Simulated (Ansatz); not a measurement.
An Ansatz (a first-principles code) run: Rb; PBE (Ansatz), no SOC, earlier PAW set.

Input:

Ansatz 0.2 input:
```yaml
crystal:
  lattice:
    - [-2.8355241949, 2.8355241949, 2.8355241949]
    - [2.8355241949, -2.8355241949, 2.8355241949]
    - [2.8355241949, 2.8355241949, -2.8355241949]
  atoms:
    - { symbol: Rb, position: [0, 0, 0] }
basis: { ecutwfc: 420, ecutrho_ratio: 4, xc_grid: 2, fft_grid_basis: typed }
kpoints: { mp_grid: { grid: [12, 12, 12] } }
hamiltonian:
  xc: pbe
  dispersion: none
  pseudopotentials: { azcp: { folder: ./paw }, kind: paw }
scf: { occupations: { method: fermi_dirac, width: 0.05 }, convergence: { dr2_threshold: 0.0000000001 } }
output: { forces: true, stress: true }
checkpoint: { write: state.ck, write_every: 1000 }
```

Output:

```
WARN ansatz: RAYON_NUM_THREADS=1 ignored (pool sized by the plan → 1); use --threads N
Pseudopotentials: kind: paw
Pseudopotential: Rb, paw, valence charge 9
Functional definition: PBE
Crystal: 1 atoms, lattice volume = 91.193 Å³
Basis set: ecut = 420 eV, 1745 PW (Γ), exchange–correlation on 72×72×72 points (8 copies of the dense FFT grid, shifted against one another)
Bands: 9, of which v1, the nominal top of the filled ones, is band 5 counted from 1 (4 counted from 0)
Symmetry: 48 space group operations
Space group: Im-3m (ITA 229), of the structure as read, at distance tolerance 4.5e-5 Å
k-points: 72 of 1728
Initial density: superposition of atomic densities (chi_scale 0.1, normalization cell)
Initial wavefunctions: pseudopotential atomic-orbital guess
Eigensolver: davidson
Functional: x = pbe(κ = 0.804, μ = 0.2195149727645171), c = pbe(β = 0.06672455060314922)
SCF iter   1: F=—  HF=-3267.372598 eV  |F-HF|=—  |Δ(HF+E_count)|=         —  Δρ=2.60e-3  dr2=1.90e-2  ethr=3.10e-3  ⟨swp⟩=6.9  Hψ=5250  notcnv=0
all-band conjugate gradients solve this SCF's bands
preconditioner: auto → Kerker (q_TF=auto, 1.855 Å⁻¹)
SCF iter   2: F=—  HF=-3267.370871 eV  |F-HF|=—  |Δ(HF+E_count)|=   1.73e-3  Δρ=1.65e-3  dr2=8.99e-3  ethr=2.11e-4  ⟨swp⟩=1.6  Hψ=1326  notcnv=0
SCF iter   3: F=—  HF=-3267.369941 eV  |F-HF|=—  |Δ(HF+E_count)|=   9.30e-4  Δρ=7.06e-4  dr2=8.05e-4  ethr=9.99e-5  ⟨swp⟩=2.9  Hψ=1324  notcnv=0
SCF iter   4: F=—  HF=-3267.370132 eV  |F-HF|=—  |Δ(HF+E_count)|=   1.91e-4  Δρ=2.18e-4  dr2=2.55e-5  ethr=8.94e-6  ⟨swp⟩=2.4  Hψ=973  notcnv=0
SCF iter   5: F=—  HF=-3267.370132 eV  |F-HF|=—  |Δ(HF+E_count)|=   8.33e-8  Δρ=3.60e-5  dr2=1.88e-6  ethr=2.83e-7  ⟨swp⟩=3.0  Hψ=973  notcnv=0
SCF iter   6: F=—  HF=-3267.370136 eV  |F-HF|=—  |Δ(HF+E_count)|=   3.68e-6  Δρ=9.16e-6  dr2=1.36e-7  ethr=2.09e-8  ⟨swp⟩=1.6  Hψ=694  notcnv=0
SCF iter   7: F=—  HF=-3267.370134 eV  |F-HF|=—  |Δ(HF+E_count)|=   1.70e-6  Δρ=1.50e-6  dr2=2.46e-9  ethr=1.51e-9  ⟨swp⟩=2.5  Hψ=887  notcnv=0
SCF iter   8: F=-3267.370134 eV  HF=-3267.370134 eV  |F-HF|=5.18e-11  |Δ(HF+E_count)|=   6.56e-9  Δρ=2.73e-7  dr2=3.24e-11  ethr=1.11e-12  ⟨swp⟩=4.0  Hψ=2723  notcnv=0
SCF 1 converged in 8 iterations: F = -3267.370134 eV  dr2 = 3.24e-11
SCF converged after 8 iterations
Free energy (F): -3267.370134 eV
Harris-Foulkes:  -3267.370134 eV  (|F-HF|=5.18e-11)
Internal energy: -3267.361682 eV  (E = F + TS)
E sigma→0 (E₀):  -3267.365908 eV
Entropy (-TS):   -0.008452 eV (-8.452 meV/atom)
Fermi energy:    1.942133 eV
--- Per-component energies (eV) ---
  E_band       = -118.895871
  E_kinetic    = 178.999928
  E_local      = -711.881873  (includes V_loc(G=0)·N_el)
  E_nonlocal   = 187.986873
  E_hartree    = 196.862841
  E_xc         = -122.712319
  E_vxc        = -127.437492  (∫ρ·V_xc dr)
  E_paw        = -2622.374374  (= ΣΔE_a)
  E_vpaw       = -40.289027  (= ΣTr[D̂ρ^β])
  E_aug_tail   = -0.000017  (compensation charges beyond the density's cutoff)
  E_ewald      = -374.242741
  E_smearing   = -0.008452  (= −TS)
  E_closure    = 0.000000  (closes the sum)
  Σ components = -3267.370134   (vs F -3267.370134, Δ=0.00e0)
  [band-id]    e_kinetic+e_local+e_nonlocal+2·e_hartree+e_vxc+e_vpaw+e_augmentation_tail = -118.895925   (vs E_band -118.895871, Δ=-5.46e-5)
--- Forces (eV/Å), atoms counted from 1 ---
  atom   1  Rb     0.00000000    -0.00000000    -0.00000000
  max |Σ_I F_I| component: 2.71e-31 eV/Å
--- Stress (GPa, compression-positive) ---
       -0.000040       0.000000       0.000000
        0.000000      -0.000040       0.000000
        0.000000       0.000000      -0.000040
  P = ⅓ Tr σ = -0.0000 GPa (-0.000 kbar)
  The stress holds the Pulay correction. Without it, at fixed plane waves, as pw.x and ABINIT print it: P = -0.0003 GPa
  The stress includes an estimate of the error left by incomplete SCF convergence (largest component 0.0001 GPa).
--- Band table ---
  band table: none
```

No phonon test of stability was made. All final runs are without spin polarisation. The cell is Rb in the bcc (W type) structure (space group Im-3m, No. 229).
